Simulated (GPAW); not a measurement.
Worked example: self-consistent single point of MoW (Cmmm, 2 atoms in the cell) in GPAW.

Method: PBEsol, GPAW PAW datasets PBEsol (made by gpaw-setup) (plane waves; GPAW).

```xyz
2
Lattice="1.5619 -2.2097 0.0000 1.5619 2.2097 0.0000 0.0000 0.0000 4.4372" Properties=species:S:1:pos:R:3 pbc="T T T"
Mo     0.0000     0.0000     0.0000
W      1.5619     0.0000     2.2186
```

Reference input (self-consistent single point, DFT LDA (Perdew-Wang 92), plane waves, GPAW PAW datasets LDA (gpaw-data 1.0.1)): mode = pw; ecut = 600 eV; xc = LDA; kpts = 10 10 6; mesh shift (steps) = 0 0 0; occupations.name = fermi-dirac; occupations.width = 0.136 eV; nbands = -10; convergence.density = 1e-05 e/electron; convergence.energy = 1e-05 eV/electron; symmetry.symmorphic = false; symmetry.tolerance = 0.0005. This run's input differs from it in these lines:

```diff
@@ -13,3 +13,3 @@
 calc = GPAW(mode={'name': 'pw', 'ecut': 600},
-            xc='LDA',
+            xc='PBEsol',
             kpts={'size': (10, 10, 6), 'gamma': True},
```

Its files differ too (potentials: GPAW PAW datasets PBEsol (made by gpaw-setup)).

Log, with long lists cut:

```
     iter     time        total  log10-change:
                         energy   eigst   dens
iter:   1 --:--:--   -26.109750
iter:   2 --:--:--   -25.636060   -0.98  -1.20
iter:   3 --:--:--   -24.987837   -1.79  -1.25
iter:   4 --:--:--   -24.581956   -1.85  -1.36
iter:   5 --:--:--   -24.547944   -1.72  -1.61
iter:   6 --:--:--   -24.506268   -2.42  -2.04
iter:   7 --:--:--   -24.500534   -3.49  -2.40
iter:   8 --:--:--   -24.500246   -4.86  -3.03
iter:   9 --:--:--   -24.500231   -5.43  -3.36
iter:  10 --:--:--   -24.500245c  -6.71  -3.82
iter:  11 --:--:--   -24.500249c  -7.53c -3.89
iter:  12 --:--:--   -24.500246c  -7.65c -3.98
iter:  13 --:--:--   -24.500239c  -7.54c -4.16
iter:  14 --:--:--   -24.500232c  -7.46c -4.38
iter:  15 --:--:--   -24.500232c  -9.35c -4.93
iter:  16 --:--:--   -24.500233c  -8.82c -4.96
iter:  17 --:--:--   -24.500233c -10.58c -5.07c
Converged after 17 iterations.

Dipole moment: (-0.000000, -0.000000, -0.000000) |e|*Ang

Energy contributions relative to reference atoms: (reference = -548717.482408)

Kinetic:         -3.101345
Potential:       -3.151102
External:        +0.000000
XC:             -17.905480
Entropy (-ST):   -0.078883
Local:           -0.302865
SIC:             +0.000000
--------------------------
Free energy:    -24.539674
Extrapolated:   -24.500233

Showing only first 2 kpts
 Kpt  Band  Eigenvalues  Occupancy
  0    12     13.04222    1.99993
  0    13     13.11147    1.99988
  0    14     15.61023    0.00035
  0    15     16.04351    0.00001

  1    12     12.99411    1.99995
  1    13     13.42102    1.99884
  1    14     14.69558    0.25643
  1    15     15.92661    0.00003

Fermi level: 14.43489

No gap
No difference between direct/indirect transitions
Energy (eV): -24.500233

Forces in eV/Ang:
  0 Mo   -0.00000    0.00000    0.00000
  1 W    -0.00000    0.00000    0.00000

Stress tensor:
    -0.027464     0.000000     0.000000
     0.000000    -0.023857     0.000000
     0.000000     0.000000    -0.019231
Stress (GPa, Voigt): [-4.4002 -3.8223 -3.0812  0.      0.      0.    ]
```

The run converged in 17 iterations. GPAW prints stress with tension positive. Against the reference run the pressure goes from -2.41 to 3.77 GPa.

The starting cell comes from a database of computed structures (which also holds hypothetical and non-ambient phases and stackings), without a prior relaxation at this level. Its lattice was rescaled by a random factor within 2.5 % of one. Spin polarisation is off. With a pressure of about 4 GPa the cell is away from its equilibrium volume at this level.

Cost on one core of a shared machine: roughly 80 s.
